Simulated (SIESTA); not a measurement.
# SIESTA run on AlSn (P-6m2, 2 atoms in the cell): self-consistent single point

Method of the run: LDA PW92, numerical atomic orbitals DZP, PseudoDojo LDA standard norm-conserving potentials (rewritten from UPF to PSML) (SIESTA).

The input file:

```
# files in the folder: Al.psml Sn.psml (PseudoDojo LDA standard)
SystemName  AlSn
SystemLabel siesta

NumberOfAtoms                2
NumberOfSpecies              2
%block ChemicalSpeciesLabel
  1 13 Al
  2 50 Sn
%endblock ChemicalSpeciesLabel
LatticeConstant              1.0 Bohr
%block LatticeVectors
     7.933278141    0.000000000    0.000000000
    -3.966639071    6.870420580    0.000000000
     0.000000000    0.000000000    6.249040835
%endblock LatticeVectors
AtomicCoordinatesFormat      Ang
%block AtomicCoordinatesAndAtomicSpecies
     0.000000000    0.000000000    0.000000000  1
    -0.000002099    2.423781212    1.653425000  2
%endblock AtomicCoordinatesAndAtomicSpecies

XC.functional                LDA
XC.authors                   PW92
PAO.BasisSize                DZP
PAO.EnergyShift              0.005 Ry
MeshCutoff                   400 Ry
%block kgrid.MonkhorstPack
    7   0   0  0.0
    0   7   0  0.0
    0   0   8  0.0
%endblock kgrid.MonkhorstPack
OccupationFunction           MP
OccupationMPOrder            0
ElectronicTemperature        1160.45 K

MaxSCFIterations             150
SCF.Mixer.Method             Pulay
SCF.Mixer.Weight             0.2
SCF.Mixer.History            8
SCF.DM.Tolerance             1.0E-05
Diag.ParallelOverK           true
WriteForces                  true
Charge.Mulliken              end
```

Output, abridged:

```
reinit: Reading from file input.fdf

reinit: System Name: AlSn
reinit: System Label: siesta

coor:   Atomic-coordinates input format  =     Cartesian coordinates
coor:                                          (in Angstroms)

siesta: Atomic coordinates (Bohr) and species
siesta:      0.00000   0.00000   0.00000  1        1
siesta:     -0.00000   4.58028   3.12452  2        2

siesta: System type = bulk

initatomlists: Number of atoms, orbitals, and projectors:      2    31    36

siesta: ******************** Simulation parameters ****************************
redata: Spin configuration                          = none
redata: Time-Reversal Symmetry                      = T
redata: Number of Atomic Species                    =        2
redata: Mesh Cutoff                                 =   400.0000 Ry
redata: Net charge of the system                    =     0.0000 |e|
redata: Min. number of SCF Iter                     =        0
redata: Max. number of SCF Iter                     =      150
redata: SCF convergence failure will abort job
redata: SCF mix quantity                            = Hamiltonian
redata: Mix DM or H after convergence               =   F
redata: Recompute H after scf cycle                 =   F
redata: Mix DM in first SCF step                    =   T
redata: No kicks to SCF
redata: DM Mixing Weight for Kicks                  =     0.5000
redata: Require Harris convergence for SCF          =   F
redata: Harris energy tolerance for SCF             =     0.000100 eV
redata: Require DM convergence for SCF              =   T
redata: DM tolerance for SCF                        =     0.000010
redata: Require EDM convergence for SCF             =   F
redata: EDM tolerance for SCF                       =     0.001000 eV
redata: Require H convergence for SCF               =   T
redata: Hamiltonian tolerance for SCF               =     0.001000 eV
redata: Require (free) Energy convergence for SCF   =   F
redata: (free) Energy tolerance for SCF             =     0.000100 eV
redata: Using DFT-D3 dispersion                     =   F
redata: Using Saved Data (generic)                  =   F
redata: Method of Calculation                       = Diagonalization
redata: Electronic Temperature                      =  1160.4500 K
redata: Number of TDED substeps                     =        3
redata: Dynamics option                             = Single-point calculation
redata: Save all siesta data in one NC              =   F
redata: ***********************************************************************

%block SCF.Mixers
  Pulay
%endblock SCF.Mixers

%block SCF.Mixer.Pulay
  # Mixing method
  method pulay
  variant stable

  # Mixing options
  weight 0.2000
  weight.linear 0.2000
  history 8
%endblock SCF.Mixer.Pulay

DM_history_depth set to one: no extrapolation allowed by default for geometry relaxation
Size of DM history Fstack: 1
Total number of electrons:    17.000000
Total ionic charge:    17.000000

* ProcessorY, Blocksize:    1  32

* Orbital distribution balance (max,min):    31    31

k-point displ. along   3 input, could be:     0.00    0.50
 Kpoints in:          224 . Kpoints trimmed:          200

siesta: k-grid: Number of k-points = 200
siesta: k-points from Monkhorst-Pack grid
siesta: k-cutoff (effective) =    13.227 Ang
siesta: k-point supercell and displacements
siesta: k-grid:     7     0     0      0.000
siesta: k-grid:     0     7     0      0.000
siesta: k-grid:     0     0     8      0.000

diag: Algorithm                                     = D&C
diag: Parallel over k                               =   F
diag: Use parallel 2D distribution                  =   F
diag: Parallel block-size                           = 32
diag: Parallel distribution                         =     1 x     1
diag: Used triangular part                          = Lower
diag: Absolute tolerance                            =  0.100E-15
diag: Orthogonalization factor                      =  0.100E-05
diag: Memory factor                                 =  1.0000

superc: Internal auxiliary supercell:     5 x     7 x     7  =     245
superc: Number of atoms, orbitals, and projectors:    490   7595   8820

                        Single-point calculation

superc: Internal auxiliary supercell:     5 x     7 x     7  =     245
superc: Number of atoms, orbitals, and projectors:    490   7595   8820

outcell: Unit cell vectors (Ang):
        4.198110    0.000000    0.000000
       -2.099055    3.635670    0.000000
        0.000000    0.000000    3.306850

outcell: Cell vector modules (Ang)   :    4.198110    4.198110    3.306850
outcell: Cell angles (23,13,12) (deg):     90.0000     90.0000    120.0000
outcell: Cell volume (Ang**3)        :     50.4723
new_DM -- step:     1
Initializing Density Matrix...

Attempting to read DM from file... Failed...
DM filled with atomic data:

InitMesh: MESH = 48 x 48 x 40 = 92160
InitMesh: Mesh cutoff (required, used) =   400.000   404.383 Ry

stepf: Methfessel-Paxton step function
       Using Hermite-Gauss polynomials of order  0

        iscf     Eharris(eV)        E_KS(eV)     FreeEng(eV)     dDmax    Ef(eV) dHmax(eV)
   scf:    1    -2198.334329    -2201.471324    -2201.473128  0.588991 -4.552522  2.378985
   scf:    2    -2201.563434    -2201.519466    -2201.520966  0.054862 -4.593861  1.607898
   scf:    3    -2201.581269    -2201.557036    -2201.558197  0.109429 -4.674306  0.129829
   scf:    4    -2201.559976    -2201.558745    -2201.559995  0.040728 -4.675562  0.026833
   scf:    5    -2201.558552    -2201.558680    -2201.559954  0.005606 -4.668415  0.062406
   scf:    6    -2201.558812    -2201.558762    -2201.560020  0.004398 -4.671730  0.004352
   scf:    7    -2201.558758    -2201.558760    -2201.560020  0.000208 -4.671484  0.000640
   scf:    8    -2201.558761    -2201.558760    -2201.560020  0.000284 -4.671280  0.002631
   scf:    9    -2201.558760    -2201.558760    -2201.560020  0.000243 -4.671446  0.000069
   scf:   10    -2201.558760    -2201.558760    -2201.560020  0.000003 -4.671448  0.000023

SCF Convergence by DM+H criterion
max |DM_out - DM_in|         :     0.0000025984
max |H_out - H_in|      (eV) :     0.0000230016
SCF cycle converged after 10 iterations

Using DM_out to compute the final energy and forces

siesta: E_KS(eV) =            -2201.5588

siesta: E_KS - E_eggbox =     -2201.5588

siesta: Atomic forces (eV/Ang):
     1   -0.000007    0.000004   -0.000000
     2    0.000008   -0.000004   -0.000000
   Tot    0.000000   -0.000000   -0.000000
   Max    0.000008
   Res    0.000005    sqrt( Sum f_i^2 / 3N )
   Max    0.000008    constrained

Stress tensor Voigt[x,y,z,yz,xz,xy] (kbar):       28.00       28.00       22.77        0.00        0.00        0.00
(Free)E + p*V (eV/cell)    -2202.3872
Target enthalpy (eV/cell)    -2201.5600

siesta: Program's energy decomposition (eV):
siesta: Ebs     =      -323.382631
siesta: Eions   =      2550.555765
siesta: Ena     =       256.585230
siesta: Ekin    =      1288.224411
siesta: Enl     =      -587.993264
siesta: Eso     =         0.000000
siesta: Edftu   =         0.000000
siesta: DEna    =        10.987525
siesta: DUscf   =         0.221283
siesta: DUext   =         0.000000
siesta: Ex      =      -567.648904
siesta: Ec      =       -51.379276
siesta: Exc     =      -619.028180
siesta: Eharris =     -2201.558760
siesta: Etot    =     -2201.558760
siesta: FreeEng =     -2201.560020

siesta: Stress tensor (static) (eV/Ang**3):
siesta:     0.017476    0.000000    0.000000
siesta:     0.000000    0.017477    0.000000
siesta:     0.000000    0.000000    0.014214

siesta: Cell volume =         50.472262 Ang**3

siesta: Pressure (static):
siesta:                Solid            Molecule  Units
siesta:          -0.00017850         -0.00017850  Ry/Bohr**3
siesta:          -0.01638913         -0.01638906  eV/Ang**3
siesta:         -26.25828305        -26.25817133  kBar

mulliken: Atomic and Orbital Populations:

Species: Al
Atom  Qatom  Qorb
               3s      3s      3py     3pz     3px     3py     3pz     3px
               3Pdxy   3Pdyz   3Pdz2   3Pdxz   3Pdx2-y2
   1  3.154   1.361   0.043  -0.007  -0.210  -0.007   0.435   0.523   0.435
              0.094   0.146   0.102   0.146   0.094

Species: Sn
Atom  Qatom  Qorb
               5s      5s      5py     5pz     5px     5py     5pz     5px
               4dxy    4dyz    4dz2    4dxz    4dx2-y2 5dxy    5dyz    5dz2
               5dxz    5dx2-y2
   2 13.846   1.444   0.143   0.284  -0.018   0.284   0.354   0.486   0.354
              1.999   1.996   2.001   1.996   1.999   0.086   0.089   0.175

              0.089   0.086

mulliken: Qtot =       17.000

Mulliken Atomic Populations:
Atom #   charge [q] valence [e]  Species
     1    -0.154213    3.154213  Al
     2     0.154213   13.845787  Sn
 Total     0.000000
```

The run converged in 10 iterations.

The starting cell comes from a database of computed structures (which also holds hypothetical and non-ambient phases and stackings), without a prior relaxation at this level. Values carry the incompleteness of an atom-centred basis.

Cost on one core of a shared machine: roughly 40 s.
